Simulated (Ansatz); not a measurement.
The starting structures come from a database of crystals and need not be the phases stable at ambient conditions.

Inside the gap of an insulator the Bloch states are evanescent, with a wavenumber k + iκ along the transport direction.

Here is the system:

```xyz
8
Lattice="5.9928 0.0000 0.0253 0.0000 10.3836 0.0000 0.9280 5.1918 2.8493" Properties=species:S:1:pos:R:3 pbc="T T T"
Rh     0.9280    13.8455     2.8493
Rh     0.9280     6.9217     2.8493
Cl     5.0752     3.3769     1.4244
Cl     1.8456    12.1986     1.4502
Cl     1.8456     8.5687     1.4502
Cl     5.0752     7.0067     1.4244
Cl     1.9010     5.1918     1.5893
Cl     5.0198    10.3836     1.2852
```

Space group of this cell: C2/m. The cell was relaxed by PBE-D3(BJ).

Transport runs along the normal of the first two printed cell vectors.

The gap is the functional's own. No spin-orbit coupling. Mid-gap values are interpolated on the energy grid.

Task: State the band gap and the smallest decay constant κ at mid-gap according to r2SCAN (Ansatz, a program for electronic structure).

Result: Gap 1.78 eV on a 6×10×10 mesh; κ = 0.374 1/Å, at (0.333, 0.000) of the in-plane reciprocal vectors. At the zone centre, at the nearest computed energy, the slowest state has κ = 0.40 1/Å.
